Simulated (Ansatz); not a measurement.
# A computed series for CdS: pressure series

Consider CdS in the wurtzite structure (space group P6_3mc, No. 186; a = 4.196 Å, c = 6.830 Å).

Cell and atoms are relaxed at each pressure.

Computed with Kohn–Sham DFT with the PBE functional, run in Ansatz (an electronic-structure program) with PAW and 420 eV plane waves, no spin-orbit coupling.

```tsv
pressure (GPa)	band gap (eV)
-2	1.01
-1	1.07
0	1.11
0.9	1.15
2.1	1.20
4.5	1.28
9	?
15	1.50
```

Task: Fit E_g = E₀ + αP + βP² to the rows shown and predict the withheld row.

Result: Least squares on the printed values gives E₀ = 1.11 eV, α = 44.3 meV/GPa, β = -1.2 meV/GPa² (largest residual 0.01 eV); this predicts 1.41 eV, and the run gives 1.40 eV, in agreement.

Load acts through the strain it causes; cell and atoms are relaxed under it. No phonon test of stability was made. Measured, CdS leaves this structure (for rock salt) near 2.54 GPa (temperature not stated; as listed in Datta, Sujoy, Jana, Debnarayan, arXiv (2020)), on rising pressure, with hysteresis.
